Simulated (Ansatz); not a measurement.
# What uniaxial strain ε_xx = −3.93 % does to Bi

Take Bi in the A7 type structure (space group R-3m, No. 166; a = 4.5205 Å, c = 12.0283 Å (hexagonal axes); layered) as the base. Axes: x lies along a and z along c of the hexagonal cell.

One thing is altered: uniaxial strain ε_xx = −3.93 %, all other strain components held at zero; the atoms relax in the strained cell.

Computed with r2SCAN+rVV10 (Ansatz, a quantum-chemistry and plane-wave program; PAW; 500 eV plane waves; without spin-orbit coupling). k-mesh 13×13×13 (Γ-centred); smearing 0.05 eV (Fermi–Dirac).

The volume per atom decreases by 1.394 Å³, from 35.48 Å³ to 34.08 Å³ and the shortest interatomic distance drops by 0.028 Å, from 3.068 Å to 3.040 Å. The energy increases by 14 meV/atom and the band gap remains zero. The largest internal atomic displacement is 0.027 Å and the stress (xx, yy, zz, yz, xz, xy; compression positive) is (3.4, 1.2, 1.1, -0.5, 0.0, 0.0) GPa (rough).

Final structure:

```xyz
2
Lattice="2.1714 1.3050 4.0094 -2.1714 1.3050 4.0094 0.0000 -2.6099 4.0094" Properties=species:S:1:pos:R:3 pbc="T T T"
Bi     0.0000    -0.0220     2.8269
Bi     0.0000     0.0220     9.2014
```

Without a gap, meshes like the base's 13×13×13 leave anisotropic stresses uncertain by several tenths of a GPa, and small strain energies with them. Spin-orbit coupling, missing from the scalar runs, can matter with Bi. Whether these cells are dynamically stable was not tested.
